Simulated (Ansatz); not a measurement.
The parent structure is Si in the diamond structure (space group Fd-3m, No. 227; a = 5.402 Å). Axes: x, y, z lie along the cube axes.

All numbers come from LDA (Ansatz, a quantum-chemistry and plane-wave program; PAW; 420 eV plane waves; spin-orbit coupling left out).

Now apply this change: tensor shear ε_xy = +0.86 % (engineering shear γ = 0.0172), atoms relaxed at fixed cell.

### Question
Predict the stress tensor and what it implies for the stiffness.

### Answer
Stress of the strained cell less that of the base (GPa, compression positive):
```
   0.01   -1.30    0.00
  -1.30    0.01    0.00
   0.00    0.00   -0.01
```

Then −Δσ/γ with γ = 2ε = 0.0172 gives relaxed-ion elastic constants: C66 ≈ 75 GPa.

Stability against distortions was not tested.
